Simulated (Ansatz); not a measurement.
Start from InAs in the zinc blende structure (space group F-43m, No. 216; a = 6.109 Å).

Now apply this change: every As is replaced by Sb; the structure is relaxed again.

Levels (all Ansatz, an electronic-structure program, PAW): r2SCAN (500 eV, spin-orbit coupling left out); HSE06 (420 eV, no spin-orbit coupling).

The geometry is relaxed with r2SCAN.

r2SCAN band gap: zero

Task: Predict the band gap from HSE06.

Result: The band gap becomes 0.26 eV (r2SCAN: zero).

Single points use the geometry relaxed with r2SCAN. HSE06 gaps are upper bounds (no full band path). With Sb present, leaving out spin-orbit coupling can change the band edges. Whether these cells are dynamically stable was not tested. The final runs are not spin-polarised. Gaps under 0.05 eV, about the width of the smearing, are given as zero. A zero or small gap of InSb and InAs can be the functional's error rather than a property of the material.
